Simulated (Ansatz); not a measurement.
## AlN: pressure series

Consider AlN in the wurtzite structure (space group P6_3mc, No. 186; a = 3.130 Å, c = 5.018 Å).

Cell and atoms are relaxed at each pressure.

Calculations: PBE (Ansatz, an electronic-structure program, PAW, no spin-orbit coupling).

| variant | band gap | shortest interatomic distance |
|---|---|---|
| base | 4.03 eV | 1.902 Å |
| pressure −2 GPa | 3.95 eV | ___ |
| pressure −1 GPa | 3.99 eV | 1.906 Å |
| pressure 0.9 GPa | 4.07 eV | 1.900 Å |
| pressure 2.1 GPa | 4.12 eV | 1.896 Å |
| pressure 4.5 GPa | 4.22 eV | 1.888 Å |
| pressure 9 GPa | ___ | 1.875 Å |
| pressure 15 GPa | ___ | 1.860 Å |
| pressure 22.5 GPa | 4.84 eV | 1.842 Å |
| pressure 30 GPa | 5.06 eV | 1.826 Å |

Question: Some entries are withheld; estimate them.

Answer: 
- pressure −2 GPa, shortest interatomic distance: 1.909 Å
- pressure 9 GPa, band gap: 4.39 eV
- pressure 15 GPa, band gap: 4.60 eV

Load acts through the strain it causes; cell and atoms are relaxed under it. No phonon test of stability was made. Measured, AlN leaves this structure (for rock salt) near 14 GPa (temperature not stated; as listed in Datta, Sujoy, Jana, Debnarayan, arXiv (2020)), on rising pressure, with hysteresis.
